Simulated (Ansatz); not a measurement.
## SiC (model structure, P6₂22, No. 180, 6 atoms in the cell)

All values below come from LDA (Ansatz, a quantum-chemistry and plane-wave program, plane waves, PAW).

Settings: plane-wave cutoff 520 eV, 24×24×8 k mesh (along the axes of the cell as run), Fermi–Dirac smearing 0.05 eV, scalar-relativistic PAW data made under PBE.

Cell (relaxed at this level):

CSi is modelled in the hexagonal space group P6₂22 (No. 180), Pearson symbol hP6. Lattice parameters: a = 3.047 Å, b = 3.047 Å, c = 6.989 Å, α = 90.00°, β = 90.00°, γ = 120.00°. Si on 3d sees 4 C at 1.918 Å. C on 3c sees 4 Si at 1.918 Å. (Neighbours: up to the widest gap in distance over summed covalent radii, below 1.35, at either atom.)

```
Quantity                                                 Result
-------------------------------------------  ------------------
band gap                                     0.83 eV (indirect)
smallest direct gap on the k points sampled             3.05 eV
direct gap at Γ                                         3.49 eV
```

Note: the relaxation could raise the start's symmetry but not lower it, so the cell can be a saddle point.

Static lattice: no zero-point or thermal effects.

Cost on a shared machine: very roughly 50 core-seconds.

A model structure was made by putting elements into a prototype or built by hand; it is no filed structure, need not be a known phase, and can be a saddle point held by its symmetry.
